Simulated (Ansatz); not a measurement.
Consider ZrO2 in the fluorite structure (space group Fm-3m, No. 225; a = 5.0891 Å).

The values are results of plane-wave PAW DFT at the r2SCAN level (Ansatz, a first-principles code, 500 eV), no SOC, earlier PAW set, not measurements.

Base values:

The band gap comes out as 3.89 eV and the pressure is -0.01 GPa. The smallest direct gap is 4.29 eV.

It is then changed as follows: an isotropic linear strain of −1.38 %, atoms relaxed at fixed cell.

**Question.** Predict the new band gap.

**Answer.** The band gap increases by 0.128 eV, from 3.89 eV to 4.01 eV.

**Question.** Predict the new pressure.

**Answer.** The pressure increases by 11.67 GPa to 11.66 GPa.

**Question.** Predict the new smallest direct gap.

**Answer.** The smallest direct gap grows by 0.16 eV (4.29 eV → 4.45 eV).

Gaps are read on the SCF mesh and a high-symmetry path. Whether these cells are dynamically stable was not tested. This is not the structure that ZrO2 has at room temperature and ambient pressure.
